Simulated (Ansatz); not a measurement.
# La2O3: response to strain

Take La₂O₃ (space group P-3m1, No. 164; a = 3.906 Å, c = 6.039 Å) as the base. Axes: x lies along a and z along c of the hexagonal cell.

Strains are applied to the cell and any free atomic positions relax; under biaxial strain the out-of-plane vector relaxes too; under stress the whole cell relaxes.

Computed with DFT with PBEsol, PAW potentials and a 420 eV plane-wave cutoff in Ansatz (a program for electronic structure), without spin-orbit coupling, earlier PAW set.

Notes on the quantities. energy relative to the base: free energy F.

| change | volume per atom | energy relative to the base | band gap | space group | smallest direct gap |
|---|---|---|---|---|---|
| base | 15.96 Å³ | 0 meV/atom | 3.77 eV | P-3m1 (No. 164) | 3.86 eV |
| biaxial strain −2.31 %, plane normal [001], relaxed out of plane | 15.69 Å³ | – | 3.69 eV | P-3m1 (No. 164) | 3.83 eV |
| isotropic strain −5.33 % | 13.54 Å³ | +200 meV/atom | 3.57 eV | P-3m1 (No. 164) | 3.70 eV |
| isotropic strain −4.99 % | 13.69 Å³ | +173 meV/atom | 3.60 eV | P-3m1 (No. 164) | 3.71 eV |
| uniaxial strain ε_yy = +1.61 % | 16.22 Å³ | +2.7 meV/atom | 3.71 eV | C2/m (No. 12) | 3.87 eV |
| uniaxial stress, 2 GPa tension along x | 16.03 Å³ | +2.2 meV/atom | 3.71 eV | C2/m (No. 12) | 3.87 eV |
| uniaxial stress, 0.5 GPa tension along z | 16.01 Å³ | +0.1 meV/atom | 3.79 eV | P-3m1 (No. 164) | 3.86 eV |

Beyond what the load breaks, stability against distortions was not tested.
